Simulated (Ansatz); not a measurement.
A periodic model of amorphous Ga$_{24}$O$_{41}$P$_{2}$:

```xyz
67
Lattice="9.7181 -0.0551 0.1071 -0.0551 9.3167 0.0050 0.1071 0.0050 9.3566" Properties=species:S:1:pos:R:3 pbc="T T T"
Ga     6.5394     8.2718     8.0621
Ga     8.0418     1.0183     6.4064
Ga     7.7919     1.8623     9.1799
Ga     3.9089     6.9954     0.6353
Ga     0.6887     6.5009     2.8618
Ga     8.1078     8.1319     1.4207
Ga     6.4370     8.5076     4.4217
Ga     5.4259     3.6620     1.2754
Ga     8.4829     4.9309     0.9774
Ga     2.3543     4.9126     5.0871
Ga     3.6035     6.8930     7.0530
Ga     0.4554     3.8275     7.7032
Ga     2.8859     8.1585     3.9487
Ga     9.2754     7.8247     5.2113
Ga     4.5523     0.2454     1.6947
Ga     1.5067    -0.0034     0.9913
Ga     1.4713     9.2347     6.6817
Ga     1.0569     3.1254     2.6121
Ga     8.6669     1.1287     3.1520
Ga     6.0231     5.9036     2.8442
Ga     8.7632     4.3852     4.9928
Ga     5.8558     5.5043     6.0269
Ga     0.2491     7.2747     8.4700
Ga     5.8159     2.4455     3.9107
O      3.0881     8.2688     5.9195
O      0.6363     1.3352     2.0688
O      9.0211     6.1006     4.3213
O      7.1474     4.2185     5.9010
O      3.0537     1.2260     0.4561
O      9.1677     2.8993     3.8286
O      7.1184     1.3078     4.6057
O      4.4793     2.3706     5.1800
O      7.3735     8.3858     6.0730
O      5.2740     1.8936     2.1561
O      8.9418     2.3602     7.7654
O      4.8888     8.6120     3.3790
O      6.1479     4.0568     3.0748
O      8.0513     8.5808     3.3541
O      5.9941     6.6000     4.5146
O      7.4943     6.3166     1.7672
O      0.7116     4.4457     5.9716
O      0.6094     7.3937     6.6288
O      1.9603     3.0875     8.5300
O      5.2262     8.3817     0.3429
O      6.8102     0.8809     7.8786
O      7.2233     3.5654     0.5397
O      1.0985     9.0753     8.5371
O      2.8934     0.8433     3.8201
O      2.4440     6.0907     3.6727
O      0.2818     4.8022     1.9884
O      3.8717     5.2556     6.1124
O      4.7755     5.5885     1.4881
O      5.5053     6.8093     7.3968
O      4.4344     3.3073     9.1355
O      2.9410     8.2958     1.7846
O      2.3689     1.6022     6.2375
O      0.2655     7.6264     1.2099
O      2.3299     3.2029     4.2129
O      8.1313     7.8070     8.8959
O      7.8810     0.7725     1.3276
O      9.6643     0.4058     5.7311
O      9.5232     5.2881     8.7433
O      0.9714     8.1608     3.7871
O      2.7907     6.6920     8.6690
O      2.6128     3.4534     1.5772
P      2.9290     2.7847     0.2210
P      3.0191     1.9151     4.8895
```

Level of theory: PBE, scalar-relativistic without spin-orbit coupling (plane waves to 420 eV, PAW; Ansatz, an electronic-structure program).

A CHGNet melt-quench gave the starting glass, which DFT then relaxed. O atoms were pushed apart under 1.9 Å during the dynamics, to hinder bonds among them. The hot cell started wider than the set density and was brought back towards it in steps. It is the lowest in DFT energy of 2 quenches. It is a model cell: composition and starting density were chosen by hand, and all elements were melted together. No dispersion term was used. Its density started from a set value of 4.69 and ended at 4.69 g/cm³. Cooling (nominally 280 K/ps over its main leg) ran many orders faster than in experiment, which tends to leave more defects and strain. Values belong to this one cell and scatter from quench to quench. The volume was held where the preparation left it and the shape relaxed, at a PBE pressure of -1.7 GPa (tension). Stress components on the final sampling reach 1.8 GPa.

Cut-offs for bonds: Ga-Ga 2.68 Å, Ga-O 2.42 Å, Ga-P 2.52 Å, O-O 1.58 Å, O-P 2.08 Å, P-P 2.50 Å. Two cations that share two anions don't count as bonded, nor two that share one unless they lie closer than Ga-Ga 2.61 Å, Ga-P 2.45 Å, P-P 2.29 Å.

Give the coordination numbers, mean bond lengths and angles.


```json
{
 "Mean coordination of Ga by anions": "4.67 (10 with 4, 12 with 5, 2 with 6)",
 "Mean coordination of O": "2.93 (8 with 2, 28 with 3, 5 with 4)",
 "Mean coordination of P by anions": "4.00 (2 with 4)",
 "Mean Ga-O bond": "1.954 Å (spread 0.094 Å, 112 counted)",
 "Mean O-P bond": "1.553 Å (spread 0.028 Å, 8 counted)",
 "Bond angle at Ga": "mean 107.0°, spread 24.6°",
 "Bond angle at O": "mean 115.2°, spread 16.6°",
 "Bond angle at P": "mean 109.4°, spread 3.7°"
}
```

List the pairs of like atoms that count as bonded by the rules above.

There are none by these rules.
